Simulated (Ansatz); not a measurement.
# Habitual settings against a tight run: HfNi3 (P6_3/mmc, 8 atoms in the cell)

Self-consistent single point.

```
HfNi3
1.0
    5.20368     0.00000     0.00000
   -2.60184     4.50652     0.00000
    0.00000     0.00000     4.23968
Hf Ni
2 6
Direct
  0.33333   0.66667   0.75000
  0.66667   0.33333   0.25000
  0.15718   0.31435   0.25000
  0.84283   0.68565   0.75000
  0.84283   0.15718   0.75000
  0.15718   0.84283   0.25000
  0.68565   0.84283   0.25000
  0.31435   0.15718   0.75000
```

Level of theory: r2SCAN, harder PAW files (source: ansatz) made with PBE (plane waves; Ansatz, an electronic-structure program).

Base settings: basis.ecutwfc = 920 eV; kpoints.mp_grid.grid = 5 5 5; hamiltonian.xc = r2scan; hamiltonian.pseudopotentials = {kind: paw, source: ansatz}; scf.occupations.method = cold; scf.occupations.width = 0.1 eV.

Tight run (finer mesh or higher cutoff; not a proven limit): basis.ecutwfc: 920 eV → 1290 eV; kpoints.mp_grid.grid: 5 5 5 → 7 7 7; scf.convergence.dr2_threshold: default (1e-07 eV) → 1e-09 eV. It gave Fermi level (on the code's own zero) 20.58 eV; pressure 2.39 GPa; largest force (vector length) 0.094 eV/Å.

Quick runs, as changes from the base:
- A: the base itself
- B: basis.ecutwfc: 920 eV → 460 eV; kpoints.mp_grid.grid: 5 5 5 → 4 4 4; scf.occupations.method: cold → fermi_dirac; scf.occupations.width: 0.1 eV → 0.5 eV
- C: basis.ecutwfc: 920 eV → 645 eV; kpoints.mp_grid.grid: 5 5 5 → 4 4 4
- D: basis.ecutwfc: 920 eV → 550 eV; kpoints.mp_grid.grid: 5 5 5 → 6 6 6; hamiltonian.xc: r2scan → lda [LDA (PW92)]

Energies are extrapolated to zero smearing width, which holds to low order in the width alone.

Dashes: energy of D, another energy zero; count of D, another kind of functional, whose work the count does not hold.

† marks runs with another functional, U, potentials or spin treatment: their distance from the tight run is not a convergence error alone.

The count of work is k-points × plane waves × bands × iterations; it is no time. 

Pressures in the table are Ansatz's without its Pulay estimate, at a fixed set of plane waves; the tight run's value above holds the estimate.

The starting cell comes from a database of computed structures (which also holds hypothetical and non-ambient phases and stackings), without a prior relaxation at this level. Its lattice was rescaled by a random factor within 2.5 % of one. Spin polarisation is off.

| run | energy less tight (meV/atom) | pressure less tight (GPa) | largest miss in a force vector (eV/Å) | count of work / tight |
|---|---|---|---|---|
| A | 4.0 | -0.05 | 0.030 | 0.22 |
| B | 3069.5 | -218.78 | 0.327 | 0.074 |
| C | 50.9 | -7.67 | 0.022 | 0.10 |
| D† | – | -64.22 | 0.040 | – |

Among the runs at the tight run's level, the energy misses run from 4.0 to 3069.5 meV/atom.

Left out of this page: 1 run of the series with a known weakness of the program; 1 run of the series unsound by tests on forces, stress, charge or solver warnings.

Keys are those of Ansatz 0.2.
